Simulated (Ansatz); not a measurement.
PtTe2 (model structure, started from the rutile type, P4₂/mnm, No. 136, 6 atoms in the cell) was calculated with PBEsol (PAW; Ansatz, an electronic-structure program).

Settings: plane-wave cutoff 520 eV, 8×8×12 k mesh (along the axes of the cell as run), Fermi–Dirac smearing 0.05 eV, scalar-relativistic PAW data made under PBE.

Cell (relaxed at this level):

```cif
data_Pt2Te4
_chemical_formula_sum 'Pt2 Te4'
_space_group_name_H-M_alt 'P42/mnm'
_space_group_IT_number 136
_space_group_name_Hall '-P 4n 2n'
_cell_length_a 6.14226
_cell_length_b 6.14226
_cell_length_c 4.22175
_cell_angle_alpha 90.000
_cell_angle_beta 90.000
_cell_angle_gamma 90.000
loop_
_atom_site_label
_atom_site_type_symbol
_atom_site_symmetry_multiplicity
_atom_site_Wyckoff_symbol
_atom_site_fract_x
_atom_site_fract_y
_atom_site_fract_z
_atom_site_occupancy
Pt1 Pt 2 a 0.00000 0.00000 0.00000 1
Te1 Te 4 f 0.30802 0.30802 0.00000 1
```

Estimate the bulk modulus B0 that the calculation returns.


* **bulk modulus B0**: 86.3 GPa

The run finds no gap.

Note: the bulk modulus is −V dP/dV from two relaxed cells at ±2 % in volume; the relaxation could raise the start's symmetry but not lower it, so the cell can be a saddle point.

Spin–orbit coupling is not included; it can open a gap where bands touch, and shift volumes and moduli.

Cost on a shared machine: around 10 core-minutes (rough).

A model structure was made by putting elements into a prototype or built by hand; it is no filed structure, need not be a known phase, and can be a saddle point held by its symmetry.
